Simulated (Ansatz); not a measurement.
BP (I-4m2), r2SCAN with spin-orbit coupling, rigid bands in Ansatz (a first-principles code): Condition of this run: biaxial stress in (001) of -8 GPa (compression positive) (the target of the relaxation). band gap 0.94 eV, N_c = 1.26e19 cm⁻³ and N_v = 4.11e18 cm⁻³ at 300 K, conductivity masses along z (a = (0.00, 2.31, 2.24) Å; b = (2.31, 0.00, 2.24) Å; c = (2.31, 2.31, 0.00) Å) of 1.22 mₑ (electrons) and 0.422 mₑ (holes). Take k_BT = 0.02585 eV.

Question: What built-in voltage has an abrupt junction with N_A = 1e16 and N_D = 1e18 cm⁻³, all dopants ionised?

Answer: V_bi = E_g/e − (k_BT/e) ln(N_c N_v/(N_A N_D)) = 0.94 − 0.02585 × 8.55 = 0.72 V. It follows the computed gap one for one.

Question: A film of it is 3 nm thick, with its normal along the direction named. Estimate the confinement energies in an infinite well.

Answer: ħ²π²/(2m t²) = 0.376 eV·nm²/(m/mₑ × t²) gives 34.2 meV for electrons and 99.0 meV for holes, so the gap would widen to about 1.07 eV. Finite barriers and nonparabolic bands lower this, and with several valleys or bands the heaviest mass along the normal sets the lowest level, not this average.

Question: What thermal injection velocity √(2k_BT/πm) limits a ballistic channel along the direction named?

Answer: 4.87e6 cm/s for electrons and 8.28e6 cm/s for holes, a ratio of √(m_h/m_e) = 0.588, for dilute carriers.

Rigid, parabolic bands with the computed gap; masses take one relaxation time for all states. Geometry: cell and atoms relaxed with PBEsol.
